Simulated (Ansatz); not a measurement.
Defect: interstitial H in zinc-blende BN, charge state +1. Level of theory: PBE, PAW (plane waves to 420 eV; Ansatz, a first-principles code).

Settings: 64 host sites, the relaxed PBE lattice, a 2×2×2 k-point mesh shifted by half a step, smearing 0.01 eV, spin-restricted, no image-charge correction. No zero-point or tunnelling terms. The charge state is imposed; whether it is stable for some Fermi level was not computed. Sites that were not tried may lie lower.

Barriers: single points on a 3×3×3 k-point mesh shifted by half a step at the bands' geometries.

Relaxed starting cell (atoms counted from 1):

```
CELL_PARAMETERS angstrom
      7.24967     0.00000     0.00000
      0.00000     7.24967     0.00000
      0.00000     0.00000     7.24967
ATOMIC_POSITIONS crystal
  B  0.99794 0.00072 0.00053
  B  0.99330 0.99559 0.50580
  B  0.99884 0.49926 0.99970
  B  0.99822 0.49749 0.50088
  B  0.50154 0.99830 0.99756
  B  0.49857 0.00072 0.50115
  B  0.50058 0.50161 0.99852
  B  0.49939 0.49926 0.50026
  N  0.12171 0.11980 0.37739
  N  0.12516 0.12483 0.87557
  N  0.12280 0.62207 0.37630
  N  0.12391 0.62416 0.87560
  N  0.62353 0.12483 0.37394
  N  0.62482 0.12491 0.87428
  N  0.62350 0.62416 0.37519
  N  0.62448 0.62563 0.87462
  B  0.99715 0.24862 0.24848
  B  0.99904 0.24929 0.75001
  B  0.99354 0.74370 0.25264
  B  0.99786 0.74831 0.75184
  B  0.50844 0.25833 0.24861
  B  0.50008 0.25039 0.74862
  B  0.49887 0.74714 0.24923
  B  0.49897 0.74983 0.75038
  N  0.12487 0.37383 0.12446
  N  0.12426 0.37321 0.62448
  N  0.12171 0.87070 0.12717
  N  0.12270 0.87282 0.62730
  N  0.62859 0.37875 0.12395
  N  0.62452 0.37438 0.62438
  N  0.62257 0.87480 0.12582
  N  0.62288 0.87479 0.62507
  B  0.21824 0.96110 0.28085
  B  0.24876 0.99912 0.75115
  B  0.24907 0.49861 0.25003
  B  0.24910 0.50043 0.74868
  B  0.74795 0.99912 0.25034
  B  0.74857 0.99942 0.75053
  B  0.75042 0.50044 0.25000
  B  0.74924 0.49948 0.74986
  N  0.38947 0.14506 0.10963
  N  0.37399 0.12402 0.62530
  N  0.37407 0.62374 0.12502
  N  0.37386 0.62414 0.62545
  N  0.87379 0.12402 0.12511
  N  0.87322 0.12391 0.62588
  N  0.87365 0.62415 0.12524
  N  0.87356 0.62376 0.62554
  B  0.25049 0.25832 0.99068
  B  0.25062 0.24861 0.50195
  B  0.24987 0.74714 0.00022
  B  0.24645 0.74370 0.50555
  B  0.75048 0.25039 0.99901
  B  0.74909 0.24929 0.50006
  B  0.74872 0.74983 0.00012
  B  0.74726 0.74832 0.50124
  N  0.37464 0.37383 0.37423
  N  0.37515 0.37875 0.87052
  N  0.37192 0.87070 0.37739
  N  0.37327 0.87480 0.87653
  N  0.87462 0.37321 0.37484
  N  0.87472 0.37438 0.87457
  N  0.87179 0.87282 0.37640
  N  0.87403 0.87479 0.87621
  H  0.29178 0.12409 0.20750
```
Cell charge +1.

End state 1 differs by these moves (Å; atoms that move under 0.08 Å are left out):

```json
[
 {"atom": "9", "element": "N", "Δx": "-0.10", "Δy": "0.18", "Δz": "0.10"},
 {"atom": "17", "element": "B", "Δx": "-0.05", "Δy": "0.07", "Δz": "0.02"},
 {"atom": "21", "element": "B", "Δx": "-0.05", "Δy": "-0.07", "Δz": "0.02"},
 {"atom": "33", "element": "B", "Δx": "0.45", "Δy": "0.00", "Δz": "-0.45"},
 {"atom": "41", "element": "N", "Δx": "-0.10", "Δy": "-0.18", "Δz": "0.10"},
 {"atom": "49", "element": "B", "Δx": "-0.02", "Δy": "-0.07", "Δz": "0.05"},
 {"atom": "50", "element": "B", "Δx": "-0.02", "Δy": "0.07", "Δz": "0.05"},
 {"atom": "65", "element": "H", "Δx": "-0.62", "Δy": "0.00", "Δz": "0.62"}
]
```

Question: Estimate the forward and backward barriers to end state 1 that PBE, PAW returns for this input.

Answer: forward 0.31 eV, backward 0.31 eV; at the saddle point atom 65 has neighbours B at 1.36, 4 B at 1.96; 2 N at 1.29, 2 N at 2.00 Å. The program found a first-order saddle point.
